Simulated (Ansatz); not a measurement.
The reference is Rh in the fcc (Cu type) structure (space group Fm-3m, No. 225; a = 3.782 Å; relaxed with 0.1 eV smearing). Axes: x, y, z lie along the cube axes.

The values are results of Ansatz (a quantum-chemistry and plane-wave program), PBEsol, PAW, cutoff 420 eV, no spin-orbit coupling, not measurements.

For the base:

```
Item                            Result
-----------------------------  -------
Shortest interatomic distance  2.674 Å
Pressure                       0.0 GPa
```

One thing is altered: uniaxial strain ε_zz = −0.50 %, all other strain components held at zero, atoms relaxed at fixed cell.

### Question
Predict the new energy relative to the base.

### Answer
The energy rises by 0.5 meV/atom.

### Question
What does the calculation give for the shortest interatomic distance after the change?

### Answer
The shortest interatomic distance drops by 0.007 Å (2.674 Å → 2.667 Å).

### Question
What happens to the pressure?

### Answer
The pressure (mean of the normal stresses, compression positive) goes from zero to 1.5 GPa.

Stability against distortions was not tested. The final runs are not spin-polarised.
